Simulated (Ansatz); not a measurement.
We consider SiO₂ (model structure, started from the alpha cristobalite type, P4₁2₁2, No. 92, 12 atoms in the cell), described by r²SCAN (Ansatz, a first-principles code, PAW).

Run with plane-wave cutoff 560 eV, 8×8×6 k mesh (along the axes of the cell as run), Fermi–Dirac smearing 0.01 eV, scalar-relativistic PAW data made under PBE.

Cell (relaxed at this level):

```yaml
crystal:
  lattice:
    - [4.97890, 0.00000, 0.00000]
    - [0.00000, 4.97890, 0.00000]
    - [0.00000, 0.00000, 6.91532]
  atoms:
    - { symbol: Si, position: [0.30253, 0.30253, 0.00000] }
    - { symbol: Si, position: [0.80253, 0.19747, 0.75000] }
    - { symbol: Si, position: [0.19747, 0.80253, 0.25000] }
    - { symbol: Si, position: [0.69747, 0.69747, 0.50000] }
    - { symbol: O, position: [0.23814, 0.10942, 0.18151] }
    - { symbol: O, position: [0.73814, 0.39058, 0.56849] }
    - { symbol: O, position: [0.26186, 0.60942, 0.06849] }
    - { symbol: O, position: [0.76186, 0.89058, 0.68151] }
    - { symbol: O, position: [0.89058, 0.76186, 0.31849] }
    - { symbol: O, position: [0.39058, 0.73814, 0.43151] }
    - { symbol: O, position: [0.60942, 0.26186, 0.93151] }
    - { symbol: O, position: [0.10942, 0.23814, 0.81849] }
```

Q: Predict the band gap.

A: 
- band gap = 6.35 eV (direct)

Static lattice: no zero-point or thermal effects.

The result took roughly 2.0 core-minutes.

A model structure was made by putting elements into a prototype or built by hand; here it ended with the formula and space group of a phase in our tables.
